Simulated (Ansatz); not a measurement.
The parent structure is Ru in the hcp (Mg type) structure (space group P6_3/mmc, No. 194; relaxed with 0.1 eV smearing).

```xyz
2
Lattice="2.6756 0.0000 0.0000 -1.3378 2.3171 0.0000 0.0000 0.0000 4.2237" Properties=species:S:1:pos:R:3 pbc="T T T"
Ru     1.3378     0.7724     3.1678
Ru     0.0000     1.5447     1.0559
```

Cartesian axes are those of the cell as printed.

The values are results of Ansatz (a quantum-chemistry and plane-wave program) LDA, no SOC, not measurements.

The change: a pure shear with ε_xz = ε_zx = 0.0057; the atoms relax in the strained cell.

How does this affect the energy relative to the base and stress?

The energy increases by 1.1 meV/atom; the stress (xx, yy, zz, yz, xz, xy; compression positive) is (0.0, 0.0, 0.1, 0.0, -2.4, 0.0) GPa.

Whether these cells are dynamically stable was not tested. All final runs are without spin polarisation.
